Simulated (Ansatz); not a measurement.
**PbSb$_{2}$Te$_{4}$ (space group R-3m, No. 166; a cell from a computed database, its experimental status unchecked)**

```cif
data_PbSb2Te4
_chemical_formula_sum 'Sb2 Te4 Pb1'
_space_group_name_H-M_alt 'P 1'
_space_group_IT_number 1
_cell_length_a 13.93942
_cell_length_b 13.93942
_cell_length_c 13.93942
_cell_angle_alpha 17.963
_cell_angle_beta 17.963
_cell_angle_gamma 17.963
loop_
_space_group_symop_operation_xyz
  'x, y, z'
loop_
_atom_site_label
_atom_site_type_symbol
_atom_site_fract_x
_atom_site_fract_y
_atom_site_fract_z
_atom_site_occupancy
Sb1 Sb 0.42859 0.42859 0.42859 1
Sb2 Sb 0.57141 0.57141 0.57141 1
Te1 Te 0.28494 0.28494 0.28494 1
Te2 Te 0.71506 0.71506 0.71506 1
Te3 Te 0.86446 0.86446 0.86446 1
Te4 Te 0.13554 0.13554 0.13554 1
Pb1 Pb 0.00000 0.00000 0.00000 1
```

Computed with PBE-D3(BJ) (Ansatz, a quantum-chemistry and plane-wave program; PAW; 420 eV plane waves; no SOC). Γ-centred 9×9×9 mesh, Fermi–Dirac width 0.05 eV.

The volume per atom is 32.13 Å³. The density comes out as 7.10 g/cm³. The band gap comes out as 0.13 eV, direct at T, the electron mass is 0.067 mₑ along k, 0.087 mₑ across and the total energy is -7542.804 eV/atom (σ→0; compares only within this code and set-up).

With Pb, Sb and Te present, leaving out spin-orbit coupling can change the band edges. Masses are band curvatures over ±0.01 Å⁻¹ around the edge. Along k means along the line from Γ to the band edge. Whether these cells are dynamically stable was not tested. A zero or small gap of PbSb2Te4 can be the functional's error rather than a property of the material.
